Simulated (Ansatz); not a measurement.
# NiSi2, pressure series

Take NiSi$_{2}$ (space group Fm-3m, No. 225; non-magnetic) as the base.

```xyz
3
Lattice="0.0000 2.7220 2.7220 2.7220 0.0000 2.7220 2.7220 2.7220 0.0000" Properties=species:S:1:pos:R:3 pbc="T T T"
Ni     0.0000     0.0000     0.0000
Si     1.3610     1.3610     1.3610
Si     4.0830     4.0830     4.0830
```

Cell and atoms are relaxed at each pressure.

Computed with Ansatz (a program for electronic structure) PBE, without spin-orbit coupling, earlier PAW set.

Notes on the quantities. enthalpy: H = E + PV relative to the base's energy.

```json
[
 {"case": "base", "shortest interatomic distance": "2.357 Å", "enthalpy": "–"},
 {"case": "pressure −2 GPa", "shortest interatomic distance": "2.368 Å", "enthalpy": "-0.17 eV/atom"},
 {"case": "pressure −1 GPa", "shortest interatomic distance": "2.363 Å", "enthalpy": "-0.08 eV/atom"},
 {"case": "pressure 0.3 GPa", "shortest interatomic distance": "2.356 Å", "enthalpy": "+0.03 eV/atom"},
 {"case": "pressure 0.7 GPa", "shortest interatomic distance": "2.354 Å", "enthalpy": "+0.06 eV/atom"},
 {"case": "pressure 1.5 GPa", "shortest interatomic distance": "2.349 Å", "enthalpy": "+0.13 eV/atom"},
 {"case": "pressure 3 GPa", "shortest interatomic distance": "2.342 Å", "enthalpy": "+0.25 eV/atom"},
 {"case": "pressure 5 GPa", "shortest interatomic distance": "2.333 Å", "enthalpy": "+0.41 eV/atom"},
 {"case": "pressure 7.5 GPa", "shortest interatomic distance": "2.322 Å", "enthalpy": "+0.61 eV/atom"},
 {"case": "pressure 10 GPa", "shortest interatomic distance": "2.311 Å", "enthalpy": "+0.81 eV/atom"}
]
```

Load acts through the strain it causes; cell and atoms are relaxed under it. Whether these cells are dynamically stable was not tested. Competing high-pressure phases were not computed. Seeded moments were not kept for the base. The final runs are not spin-polarised.
